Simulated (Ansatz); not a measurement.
A computed series for MoP: response to strain and stress

The reference is MoP (space group P-6m2, No. 187; a = 3.208 Å, c = 3.173 Å; relaxed with 0.1 eV smearing). Axes: x lies along a and z along c of the hexagonal cell.

Strains are applied to the cell and any free atomic positions relax; under stress the whole cell relaxes.

All numbers come from Kohn–Sham DFT with the PBEsol functional, run in Ansatz (a quantum-chemistry and plane-wave program) with PAW and 420 eV plane waves, scalar-relativistic without spin-orbit coupling.

Candidates:
(a) uniaxial stress, 5 GPa compression along x
(b) isotropic strain +1.00 %
(c) uniaxial strain ε_xx = −0.98 %

Notes on the quantities. energy relative to the base: free energy F.

Problem. Order them by energy relative to the base, highest first.

Solution. (b) isotropic strain +1.00 % (+9.3 meV/atom), (a) uniaxial stress, 5 GPa compression along x (+3.6 meV/atom), (c) uniaxial strain ε_xx = −0.98 % (+1.6 meV/atom)

Stability under load was not tested beyond the relaxation. All final runs are without spin polarisation. An odd electron count without spin: MoP.
